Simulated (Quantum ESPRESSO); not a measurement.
Checking a run of Quantum ESPRESSO on AlNi3 (Pm-3m, 4 atoms in the cell). The aim is a self-consistent single point with DFT, revPBE, plane waves, PSlibrary PAW (PBE) pseudopotentials.

Cell that was meant: a = 3.4374 Å, b = 3.4374 Å, c = 3.4374 Å, α = 90.00°, β = 90.00°, γ = 90.00°.

Part of the input:

```fortran
  occupations = 'smearing'
  smearing = 'gauss'
  degauss = 0.0073499
  input_dft = 'revpbe'
/
&ELECTRONS
  conv_thr = 1.0d-9
```

Log, with long lists cut:

```
     file Al.pbe-n-kjpaw_psl.1.0.0.UPF: wavefunction(s)  3S 3P renormalized
   [... lines left out ...]
        k(    1) = (   0.0000000   0.0000000   0.0000000), wk =   0.0020000
        k(    2) = (   0.0000000   0.0000000   0.1000000), wk =   0.0120000
        k(    3) = (   0.0000000   0.0000000   0.2000000), wk =   0.0120000
   [... 53 lines left out ...]

     Dense  grid:    23871 G-vectors     FFT dimensions: (  36,  36,  36)

     Smooth grid:    13133 G-vectors     FFT dimensions: (  30,  30,  30)

     Initial potential from superposition of free atoms

     starting charge      32.9970, renormalised to      33.0000
     Self-consistent Calculation

     iteration #  1     ecut=    50.00 Ry     beta= 0.40

     Threshold (ethr) on eigenvalues was too large:
     Diagonalizing with lowered threshold

     total energy              =    -597.60255372 Ry
     estimated scf accuracy    <       0.12107598 Ry

     iteration #  2     ecut=    50.00 Ry     beta= 0.40

     total energy              =    -597.63000689 Ry
     estimated scf accuracy    <       0.18687901 Ry

     iteration #  3     ecut=    50.00 Ry     beta= 0.40

     total energy              =    -597.64752870 Ry
     estimated scf accuracy    <       0.00720076 Ry

   [... 12 blocks of this kind left out ...]

     iteration # 16     ecut=    50.00 Ry     beta= 0.40

     total energy              =    -597.65018965 Ry
     estimated scf accuracy    <          1.5E-09 Ry

     iteration # 17     ecut=    50.00 Ry     beta= 0.40
     End of self-consistent calculation

     the Fermi energy is    14.4636 ev

!    total energy              =    -597.65018965 Ry
     estimated scf accuracy    <          1.5E-11 Ry
     smearing contrib. (-TS)   =      -0.00177721 Ry
     internal energy E=F+TS    =    -597.64841244 Ry

     convergence has been achieved in  17 iterations

     Forces acting on atoms (cartesian axes, Ry/au):

     atom    1 type  1   force =     0.00000000    0.00000000    0.00000000
   [... zero for the other atoms too ...]

     Total force =     0.000000     Total SCF correction =     0.000000

          total   stress  (Ry/bohr**3)                   (kbar)     P=      294.93
   0.00200491   0.00000000   0.00000000          294.93        0.00        0.00
   0.00000000   0.00200491   0.00000000            0.00      294.93        0.00
   0.00000000   0.00000000   0.00200491            0.00        0.00      294.93

   JOB DONE.
```

Question: Is this run sound? If not, what is wrong?

Answer: The run is not sound. The fault is no spin polarisation for a cell with magnetic atoms. A run without spin cannot form moments, so any exchange energy of the magnetic state is missed. To fix it, switch spin polarisation on and give starting moments. The run converged in 17 iterations without an error; against the sound input the free energy goes up by 2.1 meV/atom, the pressure goes from 29.80 to 29.49 GPa and the net moment of 0.17 μB/atom is absent without spin.

An input that runs soundly differs in these lines (not the only fix; some lines may just follow from the change or write a value another way):
```diff
+  nspin = 2
+  starting_magnetization(2) = 0.200
```

With that input, the run converged in 14 iterations: free energy E − TS -8131.4535 eV; Fermi level (on the code's own zero) 14.50 eV; pressure 29.80 GPa; size of the cell's spin moment 0.70 μB; site moments (μB, in the program's spheres or projections) Al -0.02, Ni 0.26, Ni 0.26, Ni 0.26 (DFT, revPBE, plane waves, PSlibrary PAW (PBE) pseudopotentials).

On the sound input: the starting cell comes from a database of computed structures (which also holds hypothetical and non-ambient phases and stackings), without a prior relaxation at this level. Its lattice was rescaled by a random factor within 2.5 % of one. The moments shrank to a small part of their start, a low-spin state that need not be the lowest. With a pressure of about 30 GPa the cell is away from its equilibrium volume at this level.
